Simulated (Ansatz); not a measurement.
# One C atom on a Si site, 4x4x4 cubic cells, neutral, without spin

Geometry as solved with PBE, support functions at accuracy medium on the grid of 420 eV (Ansatz, a first-principles code).

```xyz
512
Lattice="21.88 0.00 0.00 0.00 21.88 0.00 0.00 0.00 21.88" Properties=species:S:1:pos:R:3 pbc="T T T"
Si     0.00     0.00     0.00
Si     1.37     1.37     1.37
Si     2.74     2.74     0.00
Si     4.10     4.10     1.37
Si     2.74     0.00     2.74
Si     4.10     1.37     4.10
Si     0.00     2.74     2.74
Si     1.37     4.10     4.10
Si     0.00     0.00     5.47
Si     1.37     1.37     6.84
Si     2.73     2.73     5.47
Si     4.10     4.10     6.84
Si     2.74     0.00     8.21
Si     4.10     1.37     9.57
Si     0.00     2.74     8.21
Si     1.37     4.10     9.57
Si     0.00     0.00    10.94
Si     1.37     1.37    12.31
Si     2.75     2.75    10.94
Si     4.13     4.13    12.30
Si     2.74     0.00    13.67
Si     4.11     1.37    15.04
Si     0.00     2.74    13.67
Si     1.37     4.11    15.04
Si     0.00     0.00    16.41
Si     1.37     1.37    17.78
Si     2.74     2.74    16.41
Si     4.10     4.10    17.78
Si     2.74     0.00    19.14
Si     4.10     1.37    20.51
Si     0.00     2.74    19.14
Si     1.37     4.10    20.51
Si     0.00     5.47     0.00
Si     1.37     6.84     1.37
Si     2.74     8.21     0.00
Si     4.10     9.57     1.37
Si     2.73     5.47     2.73
Si     4.10     6.84     4.10
Si     0.00     8.21     2.74
Si     1.37     9.57     4.10
Si     0.00     5.47     5.47
Si     1.37     6.84     6.84
Si     2.74     8.21     5.47
Si     4.11     9.57     6.84
Si     2.74     5.47     8.21
Si     4.11     6.84     9.57
Si     0.00     8.21     8.21
Si     1.37     9.57     9.57
Si     0.00     5.47    10.94
Si     1.37     6.84    12.31
Si     2.74     8.21    10.94
Si     4.11     9.57    12.30
Si     2.74     5.48    13.67
Si     4.11     6.84    15.04
Si     0.00     8.21    13.67
Si     1.37     9.57    15.04
Si     0.00     5.47    16.41
Si     1.37     6.84    17.77
Si     2.74     8.21    16.40
Si     4.13     9.58    17.75
Si     2.74     5.47    19.14
Si     4.11     6.84    20.51
Si     0.00     8.21    19.14
Si     1.37     9.57    20.51
Si     0.00    10.94     0.00
Si     1.37    12.31     1.37
Si     2.74    13.67     0.00
Si     4.11    15.04     1.37
Si     2.75    10.94     2.75
Si     4.13    12.30     4.13
Si     0.00    13.67     2.74
Si     1.37    15.04     4.11
Si     0.00    10.94     5.47
Si     1.37    12.31     6.84
Si     2.74    13.67     5.48
Si     4.11    15.04     6.84
Si     2.74    10.94     8.21
Si     4.11    12.30     9.58
Si     0.00    13.67     8.21
Si     1.37    15.04     9.57
Si     0.00    10.94    10.94
Si     1.37    12.31    12.31
Si     2.74    13.67    10.94
Si     4.11    15.04    12.31
Si     2.74    10.94    13.67
Si     4.11    12.31    15.04
Si     0.00    13.67    13.67
Si     1.37    15.04    15.04
Si     0.00    10.94    16.41
Si     1.37    12.31    17.78
Si     2.74    13.67    16.41
Si     4.10    15.04    17.78
Si     2.75    10.94    19.13
Si     4.10    12.31    20.51
Si     0.00    13.67    19.14
Si     1.37    15.04    20.51
Si     0.00    16.41     0.00
Si     1.37    17.78     1.37
Si     2.74    19.14     0.00
Si     4.10    20.51     1.37
Si     2.74    16.41     2.74
Si     4.10    17.78     4.10
Si     0.00    19.14     2.74
Si     1.37    20.51     4.10
Si     0.00    16.41     5.47
Si     1.37    17.77     6.84
Si     2.74    19.14     5.47
Si     4.11    20.51     6.84
Si     2.74    16.40     8.21
Si     4.13    17.75     9.58
Si     0.00    19.14     8.21
Si     1.37    20.51     9.57
Si     0.00    16.41    10.94
Si     1.37    17.78    12.31
Si     2.75    19.13    10.94
Si     4.10    20.51    12.31
Si     2.74    16.41    13.67
Si     4.10    17.78    15.04
Si     0.00    19.14    13.67
Si     1.37    20.51    15.04
Si     0.00    16.41    16.41
Si     1.37    17.78    17.78
Si     2.73    19.15    16.41
Si     4.10    20.51    17.78
Si     2.73    16.41    19.15
Si     4.10    17.78    20.51
Si     0.00    19.14    19.14
Si     1.37    20.51    20.51
Si     5.47     0.00     0.00
Si     6.84     1.37     1.37
Si     8.21     2.74     0.00
Si     9.57     4.10     1.37
Si     8.21     0.00     2.74
Si     9.57     1.37     4.10
Si     5.47     2.73     2.73
Si     6.84     4.10     4.10
Si     5.47     0.00     5.47
Si     6.84     1.37     6.84
Si     8.21     2.74     5.47
Si     9.57     4.11     6.84
Si     8.21     0.00     8.21
Si     9.57     1.37     9.57
Si     5.47     2.74     8.21
Si     6.84     4.11     9.57
Si     5.47     0.00    10.94
Si     6.84     1.37    12.31
Si     8.21     2.74    10.94
Si     9.57     4.11    12.30
Si     8.21     0.00    13.67
Si     9.57     1.37    15.04
Si     5.48     2.74    13.67
Si     6.84     4.11    15.04
Si     5.47     0.00    16.41
Si     6.84     1.37    17.77
Si     8.21     2.74    16.40
Si     9.58     4.13    17.75
Si     8.21     0.00    19.14
Si     9.57     1.37    20.51
Si     5.47     2.74    19.14
Si     6.84     4.11    20.51
Si     5.47     5.47     0.00
Si     6.84     6.84     1.37
Si     8.21     8.21     0.00
Si     9.57     9.57     1.37
Si     8.21     5.47     2.74
Si     9.57     6.84     4.11
Si     5.47     8.21     2.74
Si     6.84     9.57     4.11
Si     5.47     5.47     5.47
Si     6.84     6.84     6.84
Si     8.20     8.21     5.47
Si     9.57     9.57     6.85
Si     8.20     5.47     8.20
Si     9.57     6.85     9.57
Si     5.47     8.20     8.20
Si     6.85     9.57     9.57
Si     5.51     5.51    10.94
Si     6.89     6.89    12.30
Si     8.28     8.28    10.93
Si     9.77     9.77    12.11
Si     8.21     5.48    13.67
Si     9.58     6.89    14.99
Si     5.49     8.21    13.67
Si     6.89     9.58    14.99
Si     5.47     5.47    16.41
Si     6.84     6.84    17.77
Si     8.21     8.21    16.39
Si     9.58     9.58    17.77
Si     8.21     5.48    19.14
Si     9.57     6.84    20.51
Si     5.48     8.21    19.14
Si     6.84     9.57    20.51
Si     5.47    10.94     0.00
Si     6.84    12.31     1.37
Si     8.21    13.67     0.00
Si     9.57    15.04     1.37
Si     8.21    10.94     2.74
Si     9.58    12.30     4.11
Si     5.48    13.67     2.74
Si     6.84    15.04     4.11
Si     5.51    10.94     5.51
Si     6.89    12.30     6.89
Si     8.21    13.67     5.49
Si     9.58    14.99     6.89
Si     8.28    10.93     8.28
Si     9.77    12.11     9.77
Si     5.49    13.67     8.21
Si     6.89    14.99     9.58
Si     5.48    10.94    10.94
Si     6.85    12.31    12.31
Si     8.28    13.60    10.95
Si     9.57    15.03    12.31
Si     8.28    10.95    13.60
Si     9.57    12.31    15.03
Si     5.47    13.68    13.68
Si     6.84    15.04    15.04
Si     5.51    10.94    16.37
Si     6.84    12.31    17.77
Si     8.20    13.68    16.41
Si     9.57    15.04    17.77
Si     8.21    10.94    19.14
Si     9.57    12.31    20.51
Si     5.47    13.67    19.14
Si     6.84    15.04    20.51
Si     5.47    16.41     0.00
Si     6.84    17.77     1.37
Si     8.21    19.14     0.00
Si     9.57    20.51     1.37
Si     8.21    16.40     2.74
Si     9.58    17.75     4.13
Si     5.47    19.14     2.74
Si     6.84    20.51     4.11
Si     5.47    16.41     5.47
Si     6.84    17.77     6.84
Si     8.21    19.14     5.48
Si     9.57    20.51     6.84
Si     8.21    16.39     8.21
Si     9.57    17.77     9.57
Si     5.48    19.14     8.21
Si     6.84    20.51     9.57
Si     5.51    16.37    10.94
Si     6.84    17.77    12.31
Si     8.21    19.14    10.94
Si     9.57    20.51    12.31
Si     8.20    16.41    13.68
Si     9.57    17.77    15.04
Si     5.47    19.14    13.67
Si     6.84    20.51    15.04
Si     5.47    16.41    16.41
Si     6.84    17.78    17.78
Si     8.21    19.14    16.41
Si     9.57    20.51    17.78
Si     8.21    16.41    19.14
Si     9.57    17.78    20.51
Si     5.47    19.15    19.15
Si     6.84    20.51    20.51
Si    10.94     0.00     0.00
Si    12.31     1.37     1.37
Si    13.67     2.74     0.00
Si    15.04     4.11     1.37
Si    13.67     0.00     2.74
Si    15.04     1.37     4.11
Si    10.94     2.75     2.75
Si    12.30     4.13     4.13
Si    10.94     0.00     5.47
Si    12.31     1.37     6.84
Si    13.67     2.74     5.48
Si    15.04     4.11     6.84
Si    13.67     0.00     8.21
Si    15.04     1.37     9.57
Si    10.94     2.74     8.21
Si    12.31     4.11     9.58
Si    10.94     0.00    10.94
Si    12.31     1.37    12.31
Si    13.67     2.74    10.94
Si    15.04     4.11    12.31
Si    13.67     0.00    13.67
Si    15.04     1.37    15.04
Si    10.94     2.74    13.67
Si    12.31     4.11    15.04
Si    10.94     0.00    16.41
Si    12.31     1.37    17.78
Si    13.67     2.74    16.41
Si    15.04     4.10    17.78
Si    13.67     0.00    19.14
Si    15.04     1.37    20.51
Si    10.94     2.75    19.13
Si    12.31     4.10    20.51
Si    10.94     5.47     0.00
Si    12.31     6.84     1.37
Si    13.67     8.21     0.00
Si    15.04     9.57     1.37
Si    13.67     5.48     2.74
Si    15.04     6.84     4.11
Si    10.94     8.21     2.74
Si    12.31     9.57     4.11
Si    10.94     5.51     5.51
Si    12.30     6.89     6.89
Si    13.67     8.21     5.49
Si    14.99     9.58     6.89
Si    13.67     5.49     8.21
Si    14.99     6.89     9.58
Si    10.93     8.28     8.28
Si    12.11     9.77     9.77
Si    10.94     5.48    10.94
Si    12.31     6.85    12.31
Si    13.60     8.28    10.95
Si    15.03     9.57    12.31
Si    13.68     5.47    13.68
Si    15.04     6.84    15.04
Si    10.95     8.28    13.60
Si    12.31     9.57    15.03
Si    10.94     5.51    16.37
Si    12.31     6.84    17.77
Si    13.68     8.20    16.41
Si    15.04     9.57    17.77
Si    13.67     5.47    19.14
Si    15.04     6.84    20.51
Si    10.94     8.21    19.14
Si    12.31     9.57    20.51
Si    10.94    10.94     0.00
Si    12.31    12.31     1.37
Si    13.67    13.67     0.00
Si    15.04    15.04     1.37
Si    13.67    10.94     2.74
Si    15.04    12.31     4.11
Si    10.94    13.67     2.74
Si    12.31    15.04     4.11
Si    10.94    10.94     5.48
Si    12.31    12.31     6.85
Si    13.68    13.68     5.47
Si    15.04    15.04     6.84
Si    13.60    10.95     8.28
Si    15.03    12.31     9.57
Si    10.95    13.60     8.28
Si    12.31    15.03     9.57
C     10.94    10.94    10.94
Si    12.11    12.11    12.11
Si    13.60    13.60    10.93
Si    14.99    14.99    12.30
Si    13.60    10.93    13.60
Si    14.99    12.30    14.99
Si    10.93    13.60    13.60
Si    12.30    14.99    14.99
Si    10.94    10.94    16.40
Si    12.30    12.30    17.77
Si    13.67    13.67    16.39
Si    15.04    15.04    17.77
Si    13.67    10.94    19.14
Si    15.04    12.31    20.51
Si    10.94    13.67    19.14
Si    12.31    15.04    20.51
Si    10.94    16.41     0.00
Si    12.31    17.78     1.37
Si    13.67    19.14     0.00
Si    15.04    20.51     1.37
Si    13.67    16.41     2.74
Si    15.04    17.78     4.10
Si    10.94    19.13     2.75
Si    12.31    20.51     4.10
Si    10.94    16.37     5.51
Si    12.31    17.77     6.84
Si    13.67    19.14     5.47
Si    15.04    20.51     6.84
Si    13.68    16.41     8.20
Si    15.04    17.77     9.57
Si    10.94    19.14     8.21
Si    12.31    20.51     9.57
Si    10.94    16.40    10.94
Si    12.30    17.77    12.30
Si    13.67    19.14    10.94
Si    15.04    20.51    12.31
Si    13.67    16.39    13.67
Si    15.04    17.77    15.04
Si    10.94    19.14    13.67
Si    12.31    20.51    15.04
Si    10.94    16.37    16.37
Si    12.30    17.75    17.75
Si    13.67    19.14    16.40
Si    15.04    20.51    17.77
Si    13.67    16.40    19.14
Si    15.04    17.77    20.51
Si    10.94    19.13    19.13
Si    12.31    20.51    20.51
Si    16.41     0.00     0.00
Si    17.78     1.37     1.37
Si    19.14     2.74     0.00
Si    20.51     4.10     1.37
Si    19.14     0.00     2.74
Si    20.51     1.37     4.10
Si    16.41     2.74     2.74
Si    17.78     4.10     4.10
Si    16.41     0.00     5.47
Si    17.77     1.37     6.84
Si    19.14     2.74     5.47
Si    20.51     4.11     6.84
Si    19.14     0.00     8.21
Si    20.51     1.37     9.57
Si    16.40     2.74     8.21
Si    17.75     4.13     9.58
Si    16.41     0.00    10.94
Si    17.78     1.37    12.31
Si    19.13     2.75    10.94
Si    20.51     4.10    12.31
Si    19.14     0.00    13.67
Si    20.51     1.37    15.04
Si    16.41     2.74    13.67
Si    17.78     4.10    15.04
Si    16.41     0.00    16.41
Si    17.78     1.37    17.78
Si    19.15     2.73    16.41
Si    20.51     4.10    17.78
Si    19.14     0.00    19.14
Si    20.51     1.37    20.51
Si    16.41     2.73    19.15
Si    17.78     4.10    20.51
Si    16.41     5.47     0.00
Si    17.77     6.84     1.37
Si    19.14     8.21     0.00
Si    20.51     9.57     1.37
Si    19.14     5.47     2.74
Si    20.51     6.84     4.11
Si    16.40     8.21     2.74
Si    17.75     9.58     4.13
Si    16.41     5.47     5.47
Si    17.77     6.84     6.84
Si    19.14     8.21     5.48
Si    20.51     9.57     6.84
Si    19.14     5.48     8.21
Si    20.51     6.84     9.57
Si    16.39     8.21     8.21
Si    17.77     9.57     9.58
Si    16.37     5.51    10.94
Si    17.77     6.84    12.31
Si    19.14     8.21    10.94
Si    20.51     9.57    12.31
Si    19.14     5.47    13.67
Si    20.51     6.84    15.04
Si    16.41     8.20    13.68
Si    17.77     9.57    15.04
Si    16.41     5.47    16.41
Si    17.78     6.84    17.78
Si    19.14     8.21    16.41
Si    20.51     9.57    17.78
Si    19.15     5.47    19.15
Si    20.51     6.84    20.51
Si    16.41     8.21    19.14
Si    17.78     9.57    20.51
Si    16.41    10.94     0.00
Si    17.78    12.31     1.37
Si    19.14    13.67     0.00
Si    20.51    15.04     1.37
Si    19.13    10.94     2.75
Si    20.51    12.31     4.10
Si    16.41    13.67     2.74
Si    17.78    15.04     4.10
Si    16.37    10.94     5.51
Si    17.77    12.31     6.84
Si    19.14    13.67     5.47
Si    20.51    15.04     6.84
Si    19.14    10.94     8.21
Si    20.51    12.31     9.57
Si    16.41    13.68     8.20
Si    17.77    15.04     9.57
Si    16.40    10.94    10.94
Si    17.77    12.31    12.30
Si    19.14    13.67    10.94
Si    20.51    15.04    12.31
Si    19.14    10.94    13.67
Si    20.51    12.31    15.04
Si    16.39    13.67    13.67
Si    17.77    15.04    15.04
Si    16.37    10.94    16.37
Si    17.75    12.30    17.75
Si    19.14    13.67    16.40
Si    20.51    15.04    17.77
Si    19.13    10.94    19.13
Si    20.51    12.31    20.51
Si    16.40    13.67    19.14
Si    17.77    15.04    20.51
Si    16.41    16.41     0.00
Si    17.78    17.78     1.37
Si    19.14    19.14     0.00
Si    20.51    20.51     1.37
Si    19.15    16.41     2.73
Si    20.51    17.78     4.10
Si    16.41    19.15     2.73
Si    17.78    20.51     4.10
Si    16.41    16.41     5.47
Si    17.78    17.78     6.84
Si    19.15    19.15     5.47
Si    20.51    20.51     6.84
Si    19.14    16.41     8.21
Si    20.51    17.78     9.57
Si    16.41    19.14     8.21
Si    17.78    20.51     9.57
Si    16.37    16.37    10.94
Si    17.75    17.75    12.30
Si    19.13    19.13    10.94
Si    20.51    20.51    12.31
Si    19.14    16.40    13.67
Si    20.51    17.77    15.04
Si    16.40    19.14    13.67
Si    17.77    20.51    15.04
Si    16.41    16.41    16.41
Si    17.78    17.78    17.78
Si    19.14    19.14    16.41
Si    20.51    20.51    17.78
Si    19.14    16.41    19.14
Si    20.51    17.78    20.51
Si    16.41    19.14    19.14
Si    17.78    20.51    20.51
```
